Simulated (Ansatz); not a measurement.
**HfS2: pressure 1.5 GPa**

The reference is HfS2 in the CdI2 type structure (space group P-3m1, No. 164; a = 3.6057 Å, c = 5.7676 Å; layered, stacked along the Cartesian z axis).

Perturbation: a hydrostatic pressure of 1.5 GPa.

The values are results of PBE-D3(BJ) (Ansatz, a first-principles code; PAW; 420 eV plane waves; no spin-orbit coupling), not measurements. Settings: 11×11×6 k-points, 0.05 eV Fermi–Dirac smearing.

```tsv
quantity	base	changed	shift
volume per atom	21.65 Å³	20.83 Å³	-0.82 Å³
lattice parameter a	3.606 Å	3.581 Å	-0.025 Å
c/a ratio	1.600	1.571	-0.0283
shortest interatomic distance	2.541 Å	2.531 Å	-0.0092 Å
enthalpy H = E + PV relative to the base's energy	–	+0.20 eV/atom	–
band gap	0.85 eV	0.64 eV	-0.204 eV
gap character	indirect, Γ → L	indirect, Γ → L	–
smallest direct gap	1.81 eV	1.67 eV	-0.14 eV
mean gap deformation potential ΔEg/Δln V	–	+5.3 eV	–
width of the top valence band	2.10 eV	2.29 eV	+0.19 eV
valence-band top at Γ (three highest levels, from the VBM)	–	0.00, -0.29, -0.29 eV	–
```

Final structure:

```
HfS2
1.0
    3.58098     0.00000     0.00000
   -1.79049     3.10122     0.00000
    0.00000     0.00000     5.62662
Hf S
1 2
Cartesian
  0.00000   0.00000   0.00000
  0.00000   2.06748   1.46081
  1.79049   1.03374   4.16582
```

Spin-orbit coupling, missing from the scalar runs, can matter with Hf. Load acts through the strain it causes; cell and atoms are relaxed under it. Whether these cells are dynamically stable was not tested.
